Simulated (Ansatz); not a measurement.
Ansatz (a program for electronic structure) run on Ag (Fm-3m, 1 atom in the cell): self-consistent single point.

Computed with PBE, PAW files (plane waves; Ansatz).

```xyz
1
Lattice="0.0000 2.0054 2.0054 2.0054 0.0000 2.0054 2.0054 2.0054 0.0000" Properties=species:S:1:pos:R:3 pbc="T T T"
Ag     0.0000     0.0000     0.0000
```

Reference input (self-consistent single point, DFT, PBE, plane waves, PAW files): kpoints.mp_grid.grid = 19 19 19; hamiltonian.xc = pbe; hamiltonian.pseudopotentials = {kind: paw} (an earlier, softer set of the program's PAW files); scf.occupations.method = cold; scf.occupations.width = 0.0073 Ry. This run's input differs from it in these lines:

Ansatz 0.2 input:
```diff
@@ -13,3 +13,3 @@
 scf:
-  occupations: { method: cold, width: 0.0073 Ry }
+  occupations: { method: gaussian, width: 0.0073 Ry }
 output:
```

The program printed (abridged):

```
SCF iter   1: F=—  HF=-7590.811479 eV  |F-HF|=—  |Δ(HF+E_count)|=         —  Δρ=7.43e-2  dr2=9.30e-1  ethr=3.10e-3  ⟨swp⟩=5.0  Hψ=15477  notcnv=0
all-band conjugate gradients solve this SCF's bands
preconditioner: auto → none
SCF iter   2: F=—  HF=-7590.585683 eV  |F-HF|=—  |Δ(HF+E_count)|=   2.26e-1  Δρ=2.74e-2  dr2=1.27e-1  ethr=3.10e-3  ⟨swp⟩=2.7  Hψ=6280  notcnv=0  defer=82
   [... lines left out ...]
SCF iter   4: F=—  HF=-7590.552510 eV  |F-HF|=—  |Δ(HF+E_count)|=   9.01e-4  Δρ=1.39e-3  dr2=2.40e-4  ethr=1.98e-5  ⟨swp⟩=2.5  Hψ=5825  notcnv=0  defer=82
SCF iter   5: F=—  HF=-7590.552511 eV  |F-HF|=—  |Δ(HF+E_count)|=   6.18e-7  Δρ=3.78e-5  dr2=7.14e-8  ethr=1.26e-6  ⟨swp⟩=2.7  Hψ=5031  notcnv=0  defer=82
SCF iter   6: F=—  HF=-7590.552513 eV  |F-HF|=—  |Δ(HF+E_count)|=   2.44e-6  Δρ=6.06e-6  dr2=5.54e-9  ethr=3.76e-10  ⟨swp⟩=3.7  Hψ=12006  notcnv=0
SCF iter   7: F=-7590.552513 eV  HF=-7590.552513 eV  |F-HF|=9.09e-13  |Δ(HF+E_count)|=  1.64e-11  Δρ=2.14e-7  dr2=3.30e-12  ethr=2.92e-11  ⟨swp⟩=2.0  Hψ=9006  notcnv=0
SCF 1 converged in 7 iterations: F = -7590.552513 eV  dr2 = 3.30e-12
Free energy (F): -7590.552513 eV
Internal energy: -7590.550190 eV  (E = F + TS)
E sigma→0 (E₀):  -7590.551352 eV
Entropy (-TS):   -0.002323 eV (-2.323 meV/atom)
Fermi energy:    18.629256 eV
--- Forces (eV/Å), atoms counted from 1 ---
  atom   1  Ag    -0.00000000    -0.00000000     0.00000000
--- Stress (GPa, compression-positive) ---
       12.283543       0.000000       0.000000
        0.000000      12.283543       0.000000
        0.000000       0.000000      12.283543
  P = ⅓ Tr σ = 12.2835 GPa (122.835 kbar)
  The stress holds the Pulay correction. Without it, at fixed plane waves, as pw.x and ABINIT print it: P = 12.1827 GPa
```

The run converged in 7 iterations. Against the reference run the free energy goes down by 1.1 meV/atom and the pressure moves little (12.25 to 12.28 GPa).

The starting cell comes from a database of computed structures (which also holds hypothetical and non-ambient phases and stackings), without a prior relaxation at this level. Its lattice was rescaled by a random factor within 2.5 % of one. With a pressure of about 12 GPa the cell is away from its equilibrium volume at this level. Ansatz's pressure includes its estimate of the finite-basis (Pulay) stress.
